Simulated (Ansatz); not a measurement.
The cell is built on a prototype and need not be the phase stable at ambient conditions.

By PBEsol, the system below comes out a metal.

The ballistic (Sharvin) conductance counts the channels at the Fermi level: G/A = (e²/h) × channels of both spins per area.

Input:

```
ScB2
1.0
    4.62923     0.50897     0.00000
    2.75280     3.75644     0.00000
    0.93821    -1.62374     1.87530
Sc B
1 2
Direct
  0.00000   0.00000   0.00000
  0.71184   0.71184   0.00000
  0.28816   0.28816   0.00000
```

Space group of this cell: I4/mmm. The cell was relaxed by PBE-D3(BJ); by PBEsol its mean pressure is 1.5 GPa.

The current flows along the normal of the first two printed cell vectors. No spin-orbit coupling; the value is a mean over 0.1 eV about the Fermi level.

Problem. Give the ballistic conductance per area that PBEsol in Ansatz (a first-principles code) yields.

Solution. 1.4 × 10¹⁵ S/m² for both spins.
